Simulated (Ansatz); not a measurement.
System: interstitial N in beta Si3N4 (charge state -1). Level of theory: PBE, PAW (plane waves to 420 eV; Ansatz, a program for electronic structure).

Settings: 84 host sites, the relaxed PBE lattice, the Γ point alone, smearing 0.01 eV, spin-restricted, no image-charge correction. Energies are static. The charge state is imposed; whether it is stable for some Fermi level was not computed. Sites that were not tried may lie lower.

Barriers: single points on a 2×2×2 k-point mesh shifted by half a step along c at the bands' geometries.

The step: a concerted move, in which N travels most; the atom moves 0.96 Å along (0.03, -0.10, 0.14) of the unit cell; the moving atom starts with neighbours N at 1.59; Si at 1.75, Si at 1.86, Si at 2.00 Å and ends with N at 1.56; Si at 1.67, Si at 1.77 Å.

**Question.** Estimate the migration barrier of this step that PBE, PAW returns for this input.

**Answer.** 0.29 eV forward and 0.17 eV backward. At the saddle the moving atom has neighbours N at 1.61; Si at 1.69, Si at 1.83 Å. The saddle point's order was not checked.
